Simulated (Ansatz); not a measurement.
Input:

Host crystal: rock-salt LiF, with a band gap (PBE, scalar-relativistic without spin-orbit coupling).

End structure of OH on the 1x1 (100) surface of rock-salt LiF (cut with top plane F + Li), one in a 2x2 cell, started at the site 'top F':

```
CELL_PARAMETERS angstrom
      5.75335     0.00000     0.00000
      0.00000     5.75335     0.00000
      0.00000     0.00000    25.50000
ATOMIC_POSITIONS crystal
  F  0.00000 0.00000 0.37951
  F  0.00000 0.50000 0.37951
  F  0.50000 0.00000 0.37951
  F  0.50000 0.50000 0.37951
  Li 0.25000 0.25000 0.38223
  Li 0.25000 0.75000 0.38223
  Li 0.75000 0.25000 0.38223
  Li 0.75000 0.75000 0.38223
  F  0.25000 0.25000 0.46025
  F  0.25000 0.75000 0.46025
  F  0.75000 0.25000 0.46025
  F  0.75000 0.75000 0.46025
  Li 0.00000 0.00000 0.45970
  Li 0.00000 0.50000 0.45970
  Li 0.50000 0.00000 0.45970
  Li 0.50000 0.50000 0.45970
  F  0.00098 0.00024 0.54020
  F  0.00098 0.49976 0.54020
  F  0.49873 0.99870 0.53944
  F  0.49873 0.50130 0.53944
  Li 0.24672 0.25000 0.53855
  Li 0.24599 0.75000 0.54109
  Li 0.75220 0.25000 0.54057
  Li 0.75503 0.75000 0.54009
  F  0.26065 0.25000 0.62023
  F  0.25314 0.75000 0.62138
  F  0.74130 0.25000 0.61765
  F  0.75033 0.75000 0.62135
  Li 0.99614 0.00086 0.62363
  Li 0.99614 0.49914 0.62363
  Li 0.50640 0.99393 0.61601
  Li 0.50640 0.50607 0.61601
  O  0.06873 0.25000 0.69456
  H  0.22078 0.25000 0.71178
```

Set-up: 34 atoms, 6.2 Å thick at the start under the adsorbate (thin: gaps and levels are the slab's own); mesh 3x3x1; 0.01 eV smearing; dipole correction on; single point; on the structure that PBE left under its start's symmetry; spin-polarised, ending with about 1.0 μB a cell; orders that need a larger cell were not tried, no spin-orbit, no U, no dispersion correction. The program's check for a lower electronic state was not made. It is one chosen start, not shown to be the lowest state of the adsorbate.

A negative adsorption energy means that the adsorbate is more stable on the surface than in its reference.

**Question.** What change of the step from the bottom to the top vacuum level, against the clean slab does Ansatz (a quantum-chemistry and plane-wave program) with HSE06, at the PBE geometry and the start's symmetry give?

**Answer.** -0.80 eV

**Question.** Predict the adsorption energy against H2O(g) − ½ H2(g) at the same level from HSE06, at the PBE geometry and the start's symmetry.

**Answer.** 2.92 eV
